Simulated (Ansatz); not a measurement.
Consider W in the bcc (W type) structure (space group Im-3m, No. 229; a = 3.135 Å; relaxed with 0.1 eV smearing).

Level of theory: LDA (Ansatz, a program for electronic structure; PAW; 420 eV plane waves; no SOC).

Before the change:

The pressure comes out as 0.0 GPa.

Perturbation: every lattice vector is stretched by 3.00 %, atoms relaxed at fixed cell.

### Question
What happens to the energy relative to the base and pressure?

### Answer
The energy grows by 119 meV/atom; the pressure goes from zero to -24.7 GPa.

The cells carry an imposed strain or load. Stability against distortions was not tested. The final runs are not spin-polarised.
